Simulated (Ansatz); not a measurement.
The parent structure is ZrSi in the rock salt structure (space group Fm-3m, No. 225; a = 5.3973 Å; a hypothetical phase, not in the database extracts checked; relaxed with 0.1 eV smearing). Axes: x, y, z lie along the cube axes.

Calculations: PBE (Ansatz, a quantum-chemistry and plane-wave program, PAW, no spin-orbit coupling), earlier PAW set.

Modification: the cell is compressed by 2.66 % along x with no lateral relaxation; the atoms relax in the strained cell.

Task: What happens to the energy relative to the base and stress?

Result: The energy grows by 13 meV/atom; the stress (xx, yy, zz, yz, xz, xy; compression positive) is (8.1, 1.1, 1.1, 0.0, 0.0, 0.0) GPa.

Whether these cells are dynamically stable was not tested. All final runs are without spin polarisation.
